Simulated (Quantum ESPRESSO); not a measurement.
## How a calculation on EuN (Fm-3m, 2 atoms in the cell) responds to its settings

```yaml
crystal:
  lattice:
    - [-2.53471, 0.00000, 2.53471]
    - [0.00000, 2.53471, 2.53471]
    - [-2.53471, 2.53471, 0.00000]
  atoms:
    - { symbol: Eu, position: [0.00000, 0.00000, 0.00000], spin: 7.0 }
    - { symbol: N, position: [0.50000, 0.50000, 0.50000] }
```
(The spins are starting values, not results.)

Base run A: Quantum ESPRESSO 7.5 with PBEsol, SSSP 1.1.2 efficiency (PBE) pseudopotentials, self-consistent single point.

Its settings: ecutwfc = 50 Ry; ecutrho = 400 Ry; occupations = smearing; smearing = gauss; degauss = 0.0147 Ry; nspin = 2; input_dft = pbesol; potentials = {Eu: Eu.GGA-PBE-paw-v1.0.UPF, N: N.pbe-n-radius_5.UPF}; K_POINTS = automatic 11 11 11 0 0 0; conv_thr = 1e-09 Ry; mixing_beta = 0.5.

The starting cell comes from a database of computed structures (which also holds hypothetical and non-ambient phases and stackings), without a prior relaxation at this level. The magnetic order is the one reached from the typed start; others were not searched systematically. With U or open f shells several self-consistent states can exist. The f electrons are in the valence without U or exact exchange, which can misplace them near the Fermi level. Spin-orbit terms, which matter for f shells, are left out. In the base run, with a pressure of about -7 GPa the cell is away from its equilibrium volume at this level.

Runs:
- B: input_dft: pbesol → pz [LDA (PZ)]
- C: input_dft: pbesol → blyp [BLYP]
- D: input_dft: pbesol → wc [Wu-Cohen GGA]
- E: input_dft: pbesol → vdw-df2 [vdW-DF2]
- F: input_dft: pbesol → vdw-df-cx [vdW-DF-cx]

```tsv
run	pressure (GPa)	size of the net moment (μB/atom)
A	-6.53	3.00
B	-9.68	3.00
C	(withheld)	3.00
D	-6.15	3.00
E	7.89	3.00
F	(withheld)	3.00
```

Problem. Fill in the missing entries.

Solution. 
- C, pressure (GPa): 3.94
- F, pressure (GPa): -4.89

Left out of this page: 3 runs of the series held back from this collection.
